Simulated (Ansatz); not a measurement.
## MgTe, response to strain

The reference is MgTe in the zinc blende structure (space group F-43m, No. 216).

```
CELL_PARAMETERS angstrom
      0.00000     3.18405     3.18405
      3.18405     0.00000     3.18405
      3.18405     3.18405     0.00000
ATOMIC_POSITIONS crystal
  Mg 0.00000 0.00000 0.00000
  Te 0.25000 0.25000 0.25000
```

Cartesian axes are those of the cell as printed.

Strains are applied to the cell and any free atomic positions relax.

The values are results of Ansatz (a program for electronic structure), LDA, PAW, cutoff 420 eV, no spin-orbit coupling, not measurements.

Notes on the quantities. energy relative to the base: free energy F; pressure: mean of the normal stresses, compression positive.

```
case                         band gap  energy relative to the base  pressure  volume per atom
---------------------------  --------  ---------------------------  --------  ---------------
base                          2.38 eV                   0 meV/atom  0.01 GPa         32.28 Å³
tensor shear ε_xy = +1.43 %         ?                +1.4 meV/atom  0.00 GPa         32.27 Å³
tensor shear ε_xy = +2.00 %   2.23 eV                +2.8 meV/atom  0.00 GPa         32.27 Å³
tensor shear ε_xy = +0.57 %   2.34 eV                +0.2 meV/atom  0.01 GPa         32.28 Å³
tensor shear ε_xy = +0.86 %   2.32 eV                            ?  0.01 GPa         32.28 Å³
tensor shear ε_xy = +1.71 %   2.26 eV                +2.0 meV/atom  0.00 GPa         32.27 Å³
tensor shear ε_xy = +1.14 %         ?                +0.9 meV/atom  0.00 GPa         32.28 Å³
tensor shear ε_xy = +0.29 %   2.36 eV                +0.1 meV/atom  0.01 GPa         32.28 Å³
```

Task: What belongs in the blanks?

Result: 
- tensor shear ε_xy = +1.43 %, band gap: 2.28 eV
- tensor shear ε_xy = +0.86 %, energy relative to the base: +0.5 meV/atom
- tensor shear ε_xy = +1.14 %, band gap: 2.30 eV

Spin-orbit coupling, missing from the scalar runs, can matter with Te. Stability against distortions was not tested.
